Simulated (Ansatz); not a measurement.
Input and output of a self-consistent single point for LuTl (P4mm, 2 atoms in the cell) (Ansatz, a first-principles code).

Computed with LDA (PW92), default PAW files made with PBE (plane waves; Ansatz).

The change in words: lattice scaled by 0.98; kpoints.mp_grid.grid: 9 9 9 → 16 16 15. Reference geometry:
```
LuTl
1.0
    3.57690     0.00000     0.00000
    0.00000     3.57690     0.00000
    0.00000     0.00000     3.92180
Lu Tl
1 1
Direct
  0.00000   0.00000   0.01275
  0.50000   0.50000   0.50000
```

Reference input (self-consistent single point, DFT, LDA (PW92), plane waves, default PAW files made with PBE): basis.ecutwfc = 420 eV; kpoints.mp_grid.grid = 9 9 9; hamiltonian.xc = lda; hamiltonian.pseudopotentials = {kind: paw} (the program's default PAW files); scf.occupations.method = fermi_dirac; scf.occupations.width = 0.1 eV. This run's input differs from it in these lines:

Ansatz 0.2 input:
```diff
@@ -2,5 +2,5 @@
   lattice:
-    - [3.576896, 0.000000, 0.000000]
-    - [0.000000, 3.576896, 0.000000]
-    - [0.000000, 0.000000, 3.921802]
+    - [3.505358, 0.000000, 0.000000]
+    - [0.000000, 3.505358, 0.000000]
+    - [0.000000, 0.000000, 3.843366]
   atoms:
@@ -11,3 +11,3 @@
 kpoints:
-  mp_grid: { grid: [9, 9, 9] }
+  mp_grid: { grid: [16, 16, 15] }
 hamiltonian:
```

Output (repeated stretches shortened):

```
SCF iter   1: F=—  HF=-25640.303552 eV  |F-HF|=—  |Δ(HF+E_count)|=         —  Δρ=5.07e-3  dr2=1.14e-2  ethr=1.77e-3  ⟨swp⟩=5.4  Hψ=42536  notcnv=0
all-band conjugate gradients solve this SCF's bands
preconditioner: auto → Kerker (q_TF=auto, 2.631 Å⁻¹)
SCF iter   2: F=—  HF=-25640.298389 eV  |F-HF|=—  |Δ(HF+E_count)|=   5.16e-3  Δρ=2.85e-3  dr2=3.64e-3  ethr=3.01e-5  ⟨swp⟩=2.1  Hψ=18197  notcnv=0
   [... lines left out ...]
SCF iter   5: F=—  HF=-25640.297467 eV  |F-HF|=—  |Δ(HF+E_count)|=   4.36e-5  Δρ=1.77e-4  dr2=1.40e-5  ethr=6.77e-7  ⟨swp⟩=2.0  Hψ=14845  notcnv=0
SCF iter   6: F=—  HF=-25640.297460 eV  |F-HF|=—  |Δ(HF+E_count)|=   7.66e-6  Δρ=4.76e-5  dr2=1.33e-6  ethr=3.68e-8  ⟨swp⟩=2.6  Hψ=18313  notcnv=0
SCF iter   7: F=—  HF=-25640.297459 eV  |F-HF|=—  |Δ(HF+E_count)|=   1.81e-7  Δρ=1.55e-5  dr2=1.41e-7  ethr=3.50e-9  ⟨swp⟩=2.0  Hψ=14732  notcnv=0
SCF iter   8: F=-25640.297459 eV  HF=-25640.297459 eV  |F-HF|=4.47e-9  |Δ(HF+E_count)|=   4.82e-8  Δρ=3.66e-6  dr2=7.01e-9  ethr=2.63e-10  ⟨swp⟩=8.2  Hψ=52979  notcnv=0
SCF 1 converged in 8 iterations: F = -25640.297459 eV  dr2 = 7.01e-9
Free energy (F): -25640.297459 eV
Internal energy: -25640.248062 eV  (E = F + TS)
E sigma→0 (E₀):  -25640.272761 eV
Entropy (-TS):   -0.049398 eV (-24.699 meV/atom)
Fermi energy:    15.290224 eV
--- Forces (eV/Å), atoms counted from 1 ---
  atom   1  Lu    -0.00000000     0.00000000    -0.16010866
  atom   2  Tl     0.00000000     0.00000000     0.16011290
--- Stress (GPa, compression-positive) ---
        0.235126       0.000000      -0.000000
        0.000000       0.235126       0.000000
       -0.000000       0.000000       0.765209
  P = ⅓ Tr σ = 0.4118 GPa (4.118 kbar)
  The stress holds the Pulay correction. Without it, at fixed plane waves, as pw.x and ABINIT print it: P = 0.3601 GPa
```

The run converged in 8 iterations. Against the reference run the free energy goes down by 13.8 meV/atom, the pressure goes from -3.38 to 0.41 GPa and the largest force goes from 0.131 to 0.160 eV/Å.

The starting cell comes from a database of computed structures (which also holds hypothetical and non-ambient phases and stackings), without a prior relaxation at this level. Its lattice was rescaled by up to half a per cent. One atom was moved a little off its site on purpose. For this run, on top of that: lattice scaled by 0.98. Ansatz's pressure includes its estimate of the finite-basis (Pulay) stress.
